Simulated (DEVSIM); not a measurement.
Structure: Pd/Al2O3/SiO2/n-Si capacitor, at 300 K.

| layer (left to right) | material | thickness (nm) | Nd (cm⁻³) |
|---|---|---|---|
| 1 | Al2O3 | 14.0 | - |
| 2 | SiO2 | 1.20 | - |
| 3 | Si | 2300 | 6.1e16 |

Metal gate on the left, work function 5.2 eV. Fixed charge at the semiconductor interface -2.1e10 cm⁻² (in units of +e); no interface traps.

The device is made up for the run: typed textbook-type constants, with dimensions and the other settings drawn at random. Values at 300 K.

```
parameter      Al2O3  SiO2       Si
-------------  -----  ----  -------
gap (eV)         6.8     9    1.124
affinity (eV)   1.35   0.9     4.05
permittivity       9   3.9     11.7
Nc (cm⁻³)          -     -  2.86e19
Nv (cm⁻³)          -     -   3.1e19
```

Simulated with DEVSIM: 1D Poisson equation in equilibrium, Boltzmann statistics, complete ionisation; no quantum confinement or tunnelling. Metal contacts follow the ideal Schottky-Mott rule: no Fermi-level pinning, no interface dipoles.

The substrate doping was swept, all else fixed.

| substrate doping (cm^-3) | flat-band voltage (V) | minimum of the low-frequency capacitance (μF/cm²) | threshold voltage (band bending 2φF) (V) |
|---|---|---|---|
| 3e15 | 0.92 | 0.0214 | 0.22 |
| 6.1e15 | 0.94 | 0.0290 | 0.18 |
| 1.2e16 | 0.96 | 0.0391 | 0.12 |
| 3e16 | 0.98 | 0.0572 | 0.03 |
| 6.1e16 | 1.00 | 0.0755 | -0.07 |
| 1.2e17 | 1.02 | 0.0967 | -0.21 |

From the first row to the last the flat-band voltage goes from 0.92 to 1.02. From the first row to the last the minimum of the low-frequency capacitance goes from 0.0214 to 0.0967.
